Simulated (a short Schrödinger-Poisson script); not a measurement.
**Gated Al0.33Ga0.67N/GaN polarisation-induced gas**

Structure: gated Al0.33Ga0.67N/GaN polarisation-induced gas, at 300 K.

```csv
layer,material,thickness (nm),Na (cm⁻³)
1,Al0.33Ga0.67N,10,-
2,GaN,6000,7e14
```

Constants are typed, rounded textbook-type inputs, not results; the design itself was drawn at random and stands for no fabricated device. Al0.33Ga0.67N: permittivity 9.3, conduction-band edge (eV) 0.462, gap (eV) 4.09, electron mass (mₑ) 0.24, Nv at 300 K (cm⁻³) 4.6e19. GaN: permittivity 9.5, conduction-band edge (eV) 0, gap (eV) 3.43, Nv at 300 K (cm⁻³) 4.6e19.

Channel valleys (confinement mass, in-plane density-of-states mass, number): Γ 0.2, 0.2, 1. At the gate the conduction-band edge of layer 1 lies 1.27 eV − eVg above the Fermi level of the channel; the field vanishes at the back. Sheet of polarisation charge: +1.6e13 e/cm² at 10 nm from the gate. The barrier under the gate holds no holes. Gaps are held at their typed values at every temperature. Mesh 0.08 nm at interfaces.

Solved with a short Schrödinger-Poisson script written for these runs: 1D Poisson equation in equilibrium, electrons quantum, Hartree (BenDaniel-Duke, 40 states a valley, the channel's in-plane mass for all, wave functions free to enter the barrier), parabolic valleys, classical holes, full ionisation, no traps, pinning or gate leakage.

| Vg (V) | electrons (cm⁻²) | in the channel layer | C (μF/cm²) | Γ E0 (meV) | Γ E1 (meV) |
|---|---|---|---|---|---|
| 0.5 | 1.22e13 | 1.13e13 | 0.757 | -126.6 | 6.8 |
| 0.3 | 1.13e13 | 1.05e13 | 0.752 | -117.0 | 10.3 |
| 0.1 | 1.04e13 | 9.70e12 | 0.747 | -107.2 | 13.8 |
| -0.1 | 9.44e12 | 8.90e12 | 0.743 | -97.4 | 17.2 |
| -0.3 | 8.51e12 | 8.08e12 | 0.738 | -87.5 | 20.7 |
| -0.5 | 7.59e12 | 7.26e12 | 0.732 | -77.4 | 24.3 |
| -0.7 | 6.68e12 | 6.43e12 | 0.726 | -67.1 | 28.0 |
| -0.9 | 5.78e12 | 5.59e12 | 0.719 | -56.6 | 31.8 |
| -1.1 | 4.89e12 | 4.76e12 | 0.711 | -45.7 | 35.8 |
| -1.3 | 4.01e12 | 3.92e12 | 0.701 | -34.1 | 40.2 |
| -1.5 | 3.14e12 | 3.09e12 | 0.687 | -21.6 | 45.1 |
| -1.7 | 2.30e12 | 2.27e12 | 0.666 | -7.5 | 51.1 |
| -1.9 | 1.48e12 | 1.47e12 | 0.633 | 9.9 | 59.3 |
| -2.1 | 7.33e11 | 7.29e11 | 0.564 | 34.7 | 73.2 |
| -2.3 | 1.37e11 | 1.37e11 | 0.339 | 86.5 | 111.5 |
| -2.5 | 3.09e8 | 3.08e8 | 0.00592 | 248.1 | 267.9 |

Gate voltages with under 1e6 electrons/cm² are left out.

Subbands count from the Fermi level.
